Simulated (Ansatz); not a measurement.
A user runs Ansatz (a quantum-chemistry and plane-wave program) on MoOs (P1, 2 atoms in the cell) and asks whether the run is sound. The aim is a self-consistent single point with DFT, PBEsol, plane waves, default PAW files made with PBE.

Cell that was meant: a = 2.7818 Å, b = 2.7818 Å, c = 4.5071 Å, α = 90.00°, β = 90.00°, γ = 120.00°.

Part of the input:

Ansatz 0.2 input:
```yaml
    - { symbol: Mo, position: [0.668275, 0.330615, 0.497434] }
    - { symbol: Os, position: [0.331725, 0.669385, 0.002566] }
kpoints:
  mp_grid: { grid: [3, 3, 2] }
hamiltonian:
  xc: pbesol
  pseudopotentials: { kind: paw }
scf:
  occupations: { method: fermi_dirac, width: 0.001 }
output:
  forces: true
  eigenvalues: true
```

Output, abridged:

```
WARN basis.ecutwfc = 420 eV, the default
WARN ansatz: RAYON_NUM_THREADS=1 ignored (pool sized by the plan → 1); use --threads N
   [... lines left out ...]
PAW frozen core: Os, regenerated for the run's functional, and the local potential with it
Initial density: superposition of atomic densities (neutral atoms: chi_scale 0, normalization atom), corrected by the library's trained network
Initial wavefunctions: pseudopotential atomic-orbital guess
Eigensolver: davidson
Functional: x = pbesol(κ = 0.804, μ = 0.12345679012345678), c = pbesol(β = 0.046)
SCF iter   1: F=—  HF=-16147.563952 eV  |F-HF|=—  |Δ(HF+E_count)|=         —  Δρ=2.21e-2  dr2=1.12e-1  ethr=1.77e-3  ⟨swp⟩=5.3  Hψ=797  notcnv=0
all-band conjugate gradients solve this SCF's bands
preconditioner: auto → none
SCF iter   2: F=—  HF=-16147.542959 eV  |F-HF|=—  |Δ(HF+E_count)|=   2.10e-2  Δρ=1.18e-2  dr2=2.62e-2  ethr=3.75e-4  ⟨swp⟩=2.0  Hψ=307  notcnv=0
   [... lines left out ...]
SCF iter  11: F=—  HF=-16147.538054 eV  |F-HF|=—  |Δ(HF+E_count)|=   2.12e-5  Δρ=4.66e-4  dr2=4.80e-5  ethr=1.47e-6  ⟨swp⟩=1.0  Hψ=190  notcnv=0
SCF iter  12: F=—  HF=-16147.538045 eV  |F-HF|=—  |Δ(HF+E_count)|=   9.41e-6  Δρ=8.53e-5  dr2=1.61e-6  ethr=1.60e-7  ⟨swp⟩=1.0  Hψ=190  notcnv=0
SCF iter  13: F=-16147.538045 eV  HF=-16147.538045 eV  |F-HF|=2.53e-8  |Δ(HF+E_count)|=   4.60e-8  Δρ=1.36e-5  dr2=4.05e-8  ethr=3.33e-10  ⟨swp⟩=2.8  Hψ=602  notcnv=0
SCF 1 converged in 13 iterations: F = -16147.538045 eV  dr2 = 4.05e-8
Free energy (F): -16147.538045 eV
Internal energy: -16147.537589 eV  (E = F + TS)
E sigma→0 (E₀):  -16147.537817 eV
Entropy (-TS):   -0.000456 eV (-0.228 meV/atom)
Fermi energy:    22.427056 eV
--- Forces (eV/Å), atoms counted from 1 ---
  atom   1  Mo    -0.11178873     0.08917623    -0.31188188
  atom   2  Os     0.11179715    -0.08916477     0.31188460
--- Stress (GPa, compression-positive) ---
       -3.323854      -0.251322      -0.155298
       -0.251322      -3.664202       0.126628
       -0.155298       0.126627      -7.033898
  P = ⅓ Tr σ = -4.6740 GPa (-46.740 kbar)
  The stress holds the Pulay correction. Without it, at fixed plane waves, as pw.x and ABINIT print it: P = -4.7176 GPa
```

Q: Is anything amiss in this input, and did it matter?

A: The run is not sound. The fault is a very narrow smearing on a coarse mesh in a metal. With few k-points and almost sharp occupations, levels near the Fermi level switch between full and empty, and the Fermi surface is badly sampled. To fix it, use a denser mesh with a moderate width. The run converged in 13 iterations without an error; against the sound input the free energy rises by 411 meV/atom, the pressure goes from -11.06 to -4.67 GPa and the largest force goes from 0.103 to 0.343 eV/Å.

An input that runs soundly differs in these lines (not the only fix; some lines may just follow from the change or write a value another way):
```diff
-  mp_grid: { grid: [3, 3, 2] }
+  mp_grid: { grid: [11, 11, 6] }
-  occupations: { method: fermi_dirac, width: 0.001 }
+  occupations: { method: fermi_dirac, width: 0.1 }
```

With that input, the run converged in 7 iterations: free energy E − TS (on the zero of these files) -16148.3600 eV; Fermi level (on the code's own zero) 22.23 eV; pressure -11.06 GPa; largest force (vector length) 0.103 eV/Å (DFT, PBEsol, plane waves, default PAW files made with PBE).

On the sound input: the starting cell comes from a database of computed structures (which also holds hypothetical and non-ambient phases and stackings), without a prior relaxation at this level. Its atoms were displaced at random from the sites of space group no. 187. Spin polarisation is off. With a pressure of about -11 GPa the cell is away from its equilibrium volume at this level. Ansatz's pressure includes its estimate of the finite-basis (Pulay) stress.
